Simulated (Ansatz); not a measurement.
## Voigt–Reuss–Hill bulk modulus of TiAs (P6₃/mmc, No. 194) at several levels of theory

No measured value is used here.

```json
[
 {"level (code)": "LDA (Ansatz)", "value (GPa)": "139", "cell (Å³/atom)": "16.32"},
 {"level (code)": "PBEsol (Ansatz)", "value (GPa)": "___", "cell (Å³/atom)": "16.76"},
 {"level (code)": "r²SCAN (Ansatz)", "value (GPa)": "127", "cell (Å³/atom)": "17.27"}
]
```

Task: What belongs in the gaps?

Result: 
- PBEsol (Ansatz, a program for electronic structure), value (GPa): 130

The crystal itself was run without spin with r²SCAN; a magnetic state was not tried in these runs. Each level is taken at its own relaxed cell. Cutoffs differ between the levels. Ansatz's density-functional and Hartree–Fock values are scalar-relativistic unless marked +SOC, with PAW data made under PBE.
